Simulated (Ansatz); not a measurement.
The reference is SiC in the wurtzite structure (space group P6_3mc, No. 186; a = 3.0759 Å, c = 5.0477 Å). Axes: x lies along a and z along c of the hexagonal cell.

Perturbation: compressive biaxial strain of 2.58 % in the plane normal to [001], as in epitaxy on a mismatched substrate; the out-of-plane cell vector and the atoms relax.

Levels (all Ansatz, a program for electronic structure, PAW): PBEsol (420 eV, without spin-orbit coupling); r2SCAN (500 eV, no spin-orbit coupling).

The geometry is relaxed with PBEsol.

| Property | Result |
|---|---|
| PBEsol band gap | 1.76 eV |
| PBEsol smallest direct gap | 4.19 eV |
| PBEsol electron mass | 0.26 mₑ out of plane, 0.41 mₑ in plane (at K) |
| PBEsol gap character | indirect, Γ → K |

### Question
How does going to r2SCAN change the band gap, smallest direct gap, electron mass and gap character?

### Answer
The band gap goes up by 0.53 eV (1.76 eV → 2.29 eV); the smallest direct gap grows by 0.64 eV (4.19 eV → 4.83 eV); the electron mass becomes 0.26 mₑ out of plane, 0.42 mₑ in plane (at K) (PBEsol: 0.26 mₑ out of plane, 0.41 mₑ in plane (at K)); the gap character stays indirect, Γ → K.

Single points use the geometry relaxed with PBEsol. Masses are band curvatures over ±0.01 Å⁻¹ around the edge. Whether these cells are dynamically stable was not tested.
